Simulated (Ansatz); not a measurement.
The parent structure is HgSe in the zinc blende structure (space group F-43m, No. 216; a = 6.260 Å).

(Cell as relaxed with PBE.)

Levels (all Ansatz, a program for electronic structure, PAW, earlier PAW set): PBE (420 eV, spin-orbit coupling left out); PBEsol (420 eV, no SOC).

Each level relaxes its own structure.

| base | PBE | PBEsol |
|---|---|---|
| volume per atom | 30.66 Å³ | 28.84 Å³ |
| lattice parameter a | 11.829 bohr | 11.590 bohr |
| band gap | zero | zero |

Now apply this change: a negative pressure, −1 GPa.

| quantity | PBE | PBEsol |
|---|---|---|
| lattice parameter a | 11.930 bohr | [?] |
| band gap | zero | [?] |

What does PBEsol give?


- lattice parameter a, PBEsol: 11.670 bohr
- band gap, PBEsol: zero

PBE's lattice parameter a lies 0.260 bohr above PBEsol's (2.2 %); the two agree on the band gap. Neither level is exact; PBEsol is the comparison here, not a measurement.

A case with no gap was solved on a k-mesh chosen for an insulator, which is coarse for it. Spin-orbit coupling, missing from the scalar runs, can matter with Hg. Load acts through the strain it causes; cell and atoms are relaxed under it. Whether these cells are dynamically stable was not tested. The final runs are not spin-polarised. The zero or small gap of HgSe can change with the level of theory.
